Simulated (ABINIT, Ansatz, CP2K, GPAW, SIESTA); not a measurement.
## One structure in several programs: Ga2Pt (Fm-3m, 3 atoms in the cell)

Self-consistent single point.

```
CELL_PARAMETERS angstrom
      0.00000     2.96792     2.96792
      2.96792     0.00000     2.96792
      2.96792     2.96792     0.00000
ATOMIC_POSITIONS crystal
  Ga 0.75000 0.75000 0.75000
  Ga 0.25000 0.25000 0.25000
  Pt 0.00000 0.00000 0.00000
```

Shared settings, as Ansatz (a first-principles code) writes them: kpoints.mp_grid.grid = 8 8 8; scf.occupations.method = gaussian; scf.occupations.width = 0.02 Ry. Potentials and cutoffs stand in the table.

```json
[
 {"code": "GPAW", "model": "LDA (Perdew-Wang 92), GPAW PAW datasets LDA (gpaw-data 1.0.1)", "pressure (GPa)": "-3.95", "cutoff": "600 eV"},
 {"code": "Ansatz", "model": "LDA (PW92), PAW files made with PBE", "pressure (GPa)": "-4.26", "cutoff": "default"},
 {"code": "ABINIT", "model": "LDA (PW92), norm-conserving pseudopotentials (PseudoDojo nc-sr-04 LDA standard)", "pressure (GPa)": "-4.33", "cutoff": "42 Ha"},
 {"code": "CP2K", "model": "LDA (Pade form), GPW, DZVP-MOLOPT-PBE-GTH basis, GTH-PBE potentials (POTENTIAL_UZH)", "pressure (GPa)": "-2.02", "cutoff": "grid 600 Ry"},
 {"code": "SIESTA", "model": "LDA PW92, numerical atomic orbitals TZP, PseudoDojo LDA standard norm-conserving potentials (rewritten from UPF to PSML)", "pressure (GPa)": "-3.74", "cutoff": "grid 300 Ry"}
]
```

On Ansatz's run: spin-orbit coupling is off. Spin polarisation is off.

The spread over the programs that give each value: pressure within 2.31 GPa.

CP2K and SIESTA use small atom-centred bases, whose incompleteness enters pressures, forces and empty levels differently from a plane-wave cutoff. Ansatz's pressure is given at a fixed set of plane waves, as the other plane-wave codes print theirs; with its correction for the finite basis it is -4.22 GPa. In the pressure, CP2K (by 2.24) lies more than 1 GPa from the median of the plane-wave programs.

The starting cell comes from a database of computed structures (which also holds hypothetical and non-ambient phases and stackings), without a prior relaxation at this level.

Left out of this page: Elk and FLEUR (not drawn, or without a comparable value).

Keys are those of Ansatz 0.2.
